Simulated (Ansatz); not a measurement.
# AlN: response to strain

Start from AlN in the wurtzite structure (space group P6_3mc, No. 186; a = 3.107 Å, c = 4.978 Å). Axes: x lies along a and z along c of the hexagonal cell.

Strains are applied to the cell and any free atomic positions relax; under biaxial strain the out-of-plane vector relaxes too.

All numbers come from r2SCAN (Ansatz, an electronic-structure program; PAW; 500 eV plane waves; scalar-relativistic without spin-orbit coupling).

Candidates:
(a) strain tensor (xx, yy, zz, yz, xz, xy) = (+0.91, +0.49, +1.36, +0.19, +0.29, +0.04) %
(b) biaxial strain −0.89 %, plane normal [001], relaxed out of plane
(c) biaxial strain +0.63 %, plane normal [001], relaxed out of plane

Base values:

The band gap is 4.88 eV.

Task: Order them by band gap, lowest first.

Result: (a) strain tensor (xx, yy, zz, yz, xz, xy) = (+0.91, +0.49, +1.36, +0.19, +0.29, +0.04) % (4.66 eV), (c) biaxial strain +0.63 %, plane normal [001], relaxed out of plane (4.74 eV), (b) biaxial strain −0.89 %, plane normal [001], relaxed out of plane (5.07 eV)

Stability against distortions was not tested.
